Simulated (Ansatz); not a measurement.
Ag (Fm-3m) under hydrostatic pressure: resistivity at 300 K by PBEsol, DFPT electron-phonon coupling, linearised Boltzmann equation (plane waves, PAW, scalar-relativistic; Ansatz, a quantum-chemistry and plane-wave program). The unloaded cell, whose axes the loads refer to:

Space group Fm-3m (No. 225); a = b = c = 4.053 Å, α = β = γ = 90.00°

```csv
atom,site,symmetry,x,y,z
Ag,4a,m-3m,0.0000,0.0000,0.0000
```
(The calculation used a cell of 1 atom; values per cell refer to that cell.)

```tsv
hydrostatic pressure (GPa)	volume per atom (Å³)	resistivity at 300 K (μΩ·cm)
-4	17.29	1.92
0	16.65	?
5	16.03	1.43
15	15.13	1.20
```

Question: Fit a straight line to ln(resistivity at 300 K) against the load over the rows given, and predict the row at 0 GPa.

Answer: The means are x̄ = 5.333 GPa and ȳ = 0.3974; Σ(x − x̄)(y − ȳ) = -4.445 and Σ(x − x̄)² = 180.7, so the slope is -2.46 % per GPa, and the rows given lie within 4.8 % of the line. At 0 GPa the line gives 1.70 μΩ·cm; the calculation gives 1.64 μΩ·cm, 3.5 % from it, so the trend bends or changes character over this range.

Metals; harmonic phonons alone scatter; means over directions. Halving the electron mesh moves these values by up to 1 %; q meshes are mostly untested. Spin-orbit coupling is left out. Stresses and pressures are the targets of the relaxation. The structure type is held at every load. Geometry: relaxed with this functional, without spin-orbit coupling.
